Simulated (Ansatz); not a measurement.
For Y2N (model structure, started from the CdI2 type, P-3m1, No. 164, 3 atoms in the cell), PBEsol in Ansatz (PAW) gives:

| Item | Result |
|---|---|
| lattice parameter a | 3.464 Å |
| lattice parameter c | 5.928 Å |
| bulk modulus | 76.6 GPa |
| cohesive energy | 6.05 eV/atom |

Q: What does r²SCAN (plane waves, PAW; Ansatz, a program for electronic structure) give for the same quantities?

A: 
- lattice constant a: 3.514 Å (grows by 1.4 %)
- lattice parameter c: 5.963 Å (increases by 0.6 %)
- bulk modulus: 78.4 GPa (grows by 2.3 %)
- cohesive energy: 5.52 eV/atom (falls by 0.53 eV/atom)

Changes are worked out from the printed values.

Unless a cell is named, each level is at its own relaxed cell (PBEsol 20.53, r²SCAN 21.26 Å³/atom).

Caveats: the bulk modulus is −V dP/dV from two relaxed cells at ±2 % in volume (PBEsol, r²SCAN). Ansatz's density-functional and Hartree–Fock values are scalar-relativistic unless marked +SOC, with PAW data made under PBE.

A model structure was made by putting elements into a prototype or built by hand; it is no filed structure, need not be a known phase, and can be a saddle point held by its symmetry.
